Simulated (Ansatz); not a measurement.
# Hypothetical rock salt BN: pressure series

The parent structure is BN in the rock salt structure (space group Fm-3m, No. 225; a hypothetical phase, not in the database extracts checked).

```
BN
1.0
    0.00000     1.74136     1.74136
    1.74136     0.00000     1.74136
    1.74136     1.74136     0.00000
N B
1 1
Cartesian
  0.00000   0.00000   0.00000
  1.74136   1.74136   1.74136
```

Cell and atoms are relaxed at each pressure.

Calculations: PBEsol (Ansatz, an electronic-structure program, PAW, no SOC).

Notes on the quantities. band gap: an upper bound: an edge found on the path is not a true extremum; the base alone.

```
change            lattice parameter a  band gap
----------------  -------------------  --------
base                          3.483 Å   1.29 eV
pressure −2 GPa            (withheld)   1.25 eV
pressure −1 GPa               3.486 Å   1.27 eV
pressure 0.3 GPa              3.482 Å   1.30 eV
pressure 0.7 GPa              3.481 Å   1.30 eV
pressure 1.5 GPa              3.478 Å   1.32 eV
pressure 3 GPa                3.474 Å   1.35 eV
pressure 5 GPa                3.469 Å   1.38 eV
pressure 7.5 GPa              3.462 Å   1.43 eV
pressure 10 GPa            (withheld)   1.47 eV
```

Question: Fill in the withheld entries from the trend.

Answer: 
- pressure −2 GPa, lattice parameter a: 3.489 Å
- pressure 10 GPa, lattice parameter a: 3.455 Å

Load acts through the strain it causes; cell and atoms are relaxed under it. Stability against distortions was not tested. No other phases were tried under pressure.
